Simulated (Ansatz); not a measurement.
We consider Ce2C3 (I-43d, No. 220; cell taken from a computed entry), described by PBEsol (PAW; Ansatz, a program for electronic structure).

Settings: plane-wave cutoff 500 eV, 8×8×8 k mesh, Fermi–Dirac smearing 0.05 eV, no spin polarisation, scalar-relativistic PAW data made under PBE.

Computed at the level's own relaxed cell.

Question: Estimate the volume per atom and lattice constant a that the calculation returns.

Answer: 
volume per atom: 14.27 Å³/atom
lattice constant a: 8.296 Å

The run finds no gap.

Note: the relaxation could not lower the start's symmetry, so the cell can be a saddle point above a distorted one; the 4f shell is treated without U or exact exchange, so its levels and filling can be wrong.

Spin–orbit coupling is not included.

Computing time: very roughly 16 core-minutes.
